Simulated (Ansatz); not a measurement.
# SnAu (P6₃/mmc, No. 194): bulk modulus B0 by level of theory

No measured value is used here.

Question: Put these levels in order of the bulk modulus B0 that they give for SnAu (P6₃/mmc, No. 194), smallest first: LDA (Ansatz, a quantum-chemistry and plane-wave program), PBEsol (Ansatz), r²SCAN (Ansatz).

Answer: r²SCAN (84.9 GPa), PBEsol (89.3 GPa), LDA (97.8 GPa)

Unless a cell is named, each level is at its own relaxed cell (LDA 21.96, PBEsol 22.57, r²SCAN 23.01 Å³/atom).

Density-functional levels without +SOC have no spin–orbit coupling. PBEsol, r²SCAN, LDA: the bulk modulus is −V dP/dV from two relaxed cells at ±2 % in volume. PBEsol, r²SCAN, LDA: the relaxation could not lower the start's symmetry, so the cell can be a saddle point above a distorted one. Each level is taken at its own relaxed cell. Cutoffs differ between the levels. Ansatz's density-functional and Hartree–Fock values are scalar-relativistic unless marked +SOC, with PAW data made under PBE.
